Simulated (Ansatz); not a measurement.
A relaxed cell of amorphous germanium selenide (Ge$_{24}$Se$_{36}$) (4.32 g/cm³) is scaled in volume and its atoms relax again. Computed with PBE, scalar-relativistic without spin-orbit coupling, PAW (Ansatz default set, large-core Se) (plane waves to 420 eV; Ansatz, a program for electronic structure). Sampling: one k-point at (1/4, 1/4, 1/4); Fermi-Dirac width 0.05 eV; no spin polarisation.

The cell was made by melting and quenching with the CHGNet potential and then relaxed with DFT. The hot cell started wider than the set density and was brought back towards it in steps. It is the lowest in DFT energy of 4 quenches. It is a model cell: composition and starting density were chosen by hand, and all elements were melted together. No dispersion term was used. Its density started from a set value of 4.32 and ended at 4.32 g/cm³. Cooling (nominally 120 K/ps over its main leg) ran many orders faster than in experiment, which tends to leave more defects and strain. A cell of this size samples the disorder only roughly. The volume was held where the preparation left it and the shape relaxed, at a PBE pressure of 0.9 GPa. Stress components on the final sampling reach 0.9 GPa.

Bonds are counted up to Ge-Ge 2.85 Å, Ge-Se 2.84 Å, Se-Se 2.76 Å.

Unscaled, the mean coordination (metal atoms count anions alone where O, N, F or Cl are present) is Ge 3.29, Se 2.25.

Give density, energy change, pressure and coordination after each scaling.


```csv
volume change,density (g/cm3),energy change (meV/atom),pressure (GPa),coordination Ge,coordination Se
+3 %,4.20,-4,0.4,3.29,2.25
+6 %,4.08,-6,0.2,3.29,2.25
```
